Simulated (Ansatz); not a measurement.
The parent structure is MgI₂ in the CdI2 type structure (space group P-3m1, No. 164; layered, stacked along the Cartesian z axis).

```
CELL_PARAMETERS angstrom
      4.12435     0.00000     0.00000
     -2.06218     3.57179     0.00000
      0.00000     0.00000     6.83112
ATOMIC_POSITIONS crystal
  Mg 0.00000 0.00000 0.00000
  I  0.33333 0.66667 0.24552
  I  0.66667 0.33333 0.75448
```

Cartesian axes are those of the cell as printed.

Calculations: PBE-D3(BJ)/PAW in Ansatz (an electronic-structure program), without spin-orbit coupling.

For the base:

The band gap is 3.52 eV and the valence-band top at Γ comes out as 0.00, -0.04, -0.04 eV. The smallest direct gap is 3.76 eV and the width of the top valence band comes out as 1.30 eV.

One thing is altered: the cell is stretched by 0.50 % along z with no lateral relaxation; the atoms relax in the strained cell.

### Question
How does this affect the stress?

### Answer
The stress (xx, yy, zz, yz, xz, xy; compression positive) amounts to (-0.03, -0.03, -0.11, 0.00, 0.00, 0.00) GPa.

### Question
Predict the new band gap.

### Answer
The band gap increases by 0.025 eV (3.52 eV → 3.55 eV).

### Question
What does the calculation give for the valence-band top at Γ after the change?

### Answer
The valence-band top at Γ (three highest levels, from the VBM) becomes 0.00, -0.02, -0.02 eV (base: 0.00, -0.04, -0.04 eV).

### Question
Predict the new smallest direct gap.

### Answer
The smallest direct gap rises by 0.021 eV, from 3.76 eV to 3.79 eV.

### Question
Estimate the effect on the width of the top valence band.

### Answer
The width of the top valence band falls by 0.04 eV, from 1.30 eV to 1.26 eV.

Spin-orbit coupling, missing from the scalar runs, can matter with I. Stability against distortions was not tested.
